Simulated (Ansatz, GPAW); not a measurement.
A GPAW input for a self-consistent single point of La2O3 (P-3m1, 5 atoms in the cell) (DFT PBE, plane waves, GPAW PAW datasets PBE (gpaw-data 1.0.1)):

```python
from ase import Atoms
from ase.units import GPa
from gpaw import GPAW, PW

atoms = Atoms(['La', 'La', 'O', 'O', 'O'],
              cell=[[3.959082, 0.000000, 0.000000],
                    [-1.979541, 3.428665, 0.000000],
                    [0.000000, 0.000000, 6.155956]],
              scaled_positions=[[0.666667, 0.333333, 0.753760],
                                [0.333333, 0.666667, 0.246240],
                                [0.666667, 0.333333, 0.354110],
                                [0.333333, 0.666667, 0.645890],
                                [0.000000, 0.000000, 0.000000]],
              pbc=True)

calc = GPAW(mode=PW(900),
            xc='PBE',
            kpts={'size': (7, 7, 4), 'gamma': True},
            occupations={'name': 'fixed-uniform'},
            nbands=-6,
            convergence={'density': 1e-05, 'bands': -4},
            symmetry={'symmorphic': False, 'tolerance': 0.0005},
            maxiter=150,
            txt='-')

atoms.calc = calc

energy = atoms.get_potential_energy()
print('Energy (eV):', round(energy, 6))
forces = atoms.get_forces()
print('Forces (eV/Ang):')
print(forces.round(5))
stress = atoms.get_stress()
print('Stress (GPa, Voigt):', (stress / GPa).round(4))
```

Give the Ansatz (a first-principles code) input for the same structure, mesh, smearing and functional.

This is the input that was run; spellings and numerical settings could be chosen otherwise.

Ansatz 0.2 input:
```yaml
# La2O3
crystal:
  lattice:
    - [3.959082, 0.000000, 0.000000]
    - [-1.979541, 3.428665, 0.000000]
    - [0.000000, 0.000000, 6.155956]
  atoms:
    - { symbol: La, position: [0.666667, 0.333333, 0.753760] }
    - { symbol: La, position: [0.333333, 0.666667, 0.246240] }
    - { symbol: O, position: [0.666667, 0.333333, 0.354110] }
    - { symbol: O, position: [0.333333, 0.666667, 0.645890] }
    - { symbol: O, position: [0.000000, 0.000000, 0.000000] }
kpoints:
  mp_grid:
    grid: [7, 7, 4]
hamiltonian:
  xc: pbe
  pseudopotentials:
    kind: paw
scf:
  occupations:
    method: fixed
output:
  forces: true
  eigenvalues: true
  stress: true
```

Basis settings and potentials, where a program has them, do not carry over. This input uses DFT, PBE, plane waves, default PAW files.

The starting cell comes from a database of computed structures (which also holds hypothetical and non-ambient phases and stackings), without a prior relaxation at this level. Its lattice was rescaled by a random factor within 2.5 % of one.
